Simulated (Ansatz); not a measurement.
# A computed series for BeS: pressure series

Base system: BeS in the zinc blende structure (space group F-43m, No. 216; a = 4.869 Å).

Cell and atoms are relaxed at each pressure.

Calculations: r2SCAN/PAW in Ansatz (a program for electronic structure), scalar-relativistic without spin-orbit coupling.

Two rows of this table had their results exchanged by mistake.

```
pressure           volume per atom (Å³)  shortest distance (Å)  band gap
-----------------  --------------------  ---------------------  --------
pressure −2 GPa                   14.74                  2.123   3.63 eV
pressure −1 GPa                   14.58                  2.115   3.61 eV
pressure 0.9 GPa                  14.29                  2.102   3.57 eV
pressure 2.1 GPa                  14.13                  2.094   3.54 eV
pressure 4.5 GPa                  13.82                  2.078   3.49 eV
pressure 9 GPa                    12.19                  1.993   3.15 eV
pressure 15 GPa                   12.76                  2.024   3.28 eV
pressure 22.5 GPa                 13.32                  2.053   3.40 eV
pressure 30 GPa                   11.71                  1.966   3.02 eV
```

Task: Which two?

Result: The rows for pressure 9 GPa and pressure 22.5 GPa: the volume has to fall steadily with pressure, so 13.32 Å³ belongs to pressure 9 GPa and 12.19 Å³ to pressure 22.5 GPa.

Load acts through the strain it causes; cell and atoms are relaxed under it. Stability against distortions was not tested. Competing high-pressure phases were not computed.
